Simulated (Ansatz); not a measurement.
Take Cu₃N (space group Pm-3m, No. 221) as the base.

```yaml
crystal:
  lattice:
    - [3.76491, 0.00000, 0.00000]
    - [0.00000, 3.76491, 0.00000]
    - [0.00000, 0.00000, 3.76491]
  atoms:
    - { symbol: Cu, position: [0.50000, 0.00000, 0.00000] }
    - { symbol: Cu, position: [0.00000, 0.50000, 0.00000] }
    - { symbol: Cu, position: [0.00000, 0.00000, 0.50000] }
    - { symbol: N, position: [0.00000, 0.00000, 0.00000] }
```

Cartesian axes are those of the cell as printed.

Calculations: Kohn–Sham DFT with the PBEsol functional, run in Ansatz (an electronic-structure program) with PAW and 420 eV plane waves, no SOC.

For the base:

The volume per atom is 13.34 Å³. The pressure is 0.0 GPa.

The change: biaxial strain −1.20 %, plane normal [001], relaxed out of plane (Cartesian); in-plane vectors clamped, the third vector and the atoms free.

Problem. How does this affect the volume per atom, pressure and energy relative to the base?

Solution. The volume per atom falls by 0.25 Å³, from 13.34 Å³ to 13.09 Å³; the pressure (mean of the normal stresses, compression positive) goes from zero to 2.7 GPa; the energy rises by 4.0 meV/atom.

Whether these cells are dynamically stable was not tested. All final runs are without spin polarisation. Gaps under 0.05 eV, about the width of the smearing, are given as zero.
